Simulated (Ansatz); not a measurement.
hcp Sc (0 0 1) on zinc-blende GaP (1 1 1) (film strained to the substrate, started from cuts of the bulks and a machine-learned relaxation; slabs Ga15P15 and Sc16, which can lie off the formulas)

A periodic stack without vacuum, hcp Sc (0 0 1) on zinc-blende GaP (1 1 1) (film strained to the substrate, started from cuts of the bulks and a machine-learned relaxation; slabs Ga15P15 and Sc16, which can lie off the formulas): substrate slab Ga15P15, film Sc16, surface cells [[-2, 1], [-1, -1]] and [[0, 2], [-2, 0]], film strained by +1.6 and +1.6 %, outermost planes Ga/P and Sc/Sc as cut, which need not be the usual terminations and can put a slab off its formula.

The start was prepared with a machine-learned potential, and the result is one local minimum, with the in-plane cell held and forces under 0.04 eV/Å; the film can end far from its bulk form.

Level of theory: PBE (plane waves to 420 eV, PAW; Ansatz, a program for electronic structure). Spin–orbit coupling is left out; the runs are not spin-polarised; PBE gaps are too small against experiment. Its k-point mesh 5×5×1, Fermi–Dirac width 0.05 eV.

interface area: 39.4 Å²
period: 25.52 Å
heights between the nearest atoms of the two slabs at the two interfaces: 2.03 and 1.82 Å
Ga–Sc contacts across the interfaces within 1.22 times the sum of covalent radii: 13, mean 3.01 Å
P–Sc contacts across the interfaces within 1.22 times the sum of covalent radii: 12, mean 2.90 Å

```
CELL_PARAMETERS angstrom
      6.74478    -0.00040    -0.06752
      3.37198     5.84039    -0.14407
     -3.06778    -3.40471    25.62439
ATOMIC_POSITIONS crystal
  Ga 0.01136 0.87141 0.03788
  Ga 0.73921 0.61213 0.03784
  Ga 0.27101 0.34069 0.03784
  Ga 0.03022 0.70401 0.18242
  Ga 0.69244 0.35226 0.15459
  Ga 0.35938 0.02009 0.15635
  Ga 0.04689 0.43282 0.28835
  Ga 0.70551 0.11631 0.28832
  Ga 0.38911 0.77412 0.28832
  Ga 0.06687 0.19377 0.41304
  Ga 0.73085 0.85731 0.41311
  Ga 0.40334 0.52133 0.41305
  Ga 0.08586 0.93705 0.53253
  Ga 0.75400 0.60896 0.54095
  Ga 0.41992 0.27605 0.54013
  P  0.67680 0.28568 0.05468
  P  0.34368 0.95425 0.05722
  P  0.01583 0.64490 0.09344
  P  0.68687 0.05826 0.19450
  P  0.37833 0.71123 0.19450
  P  0.03122 0.36683 0.19453
  P  0.72336 0.79519 0.31961
  P  0.38107 0.46643 0.31959
  P  0.05215 0.12402 0.31956
  P  0.73897 0.54570 0.44572
  P  0.40537 0.21231 0.44512
  P  0.07160 0.87646 0.44156
  P  0.77260 0.28240 0.57354
  P  0.41143 0.96563 0.57324
  P  0.09316 0.64497 0.57355
  Sc 0.61200 0.02482 0.66256
  Sc 0.11183 0.01633 0.65292
  Sc 0.61273 0.52171 0.66421
  Sc 0.11418 0.52460 0.66417
  Sc 0.46274 0.92229 0.75904
  Sc 0.96277 0.92586 0.75900
  Sc 0.46154 0.41814 0.76045
  Sc 0.96350 0.41767 0.76022
  Sc 0.64644 0.15843 0.86514
  Sc 0.15836 0.14716 0.85840
  Sc 0.63734 0.64853 0.85788
  Sc 0.13766 0.66756 0.85783
  Sc 0.54307 0.01893 0.96657
  Sc 0.99042 0.10804 0.96663
  Sc 0.45359 0.55509 0.96647
  Sc 0.99238 0.54787 0.94729
```
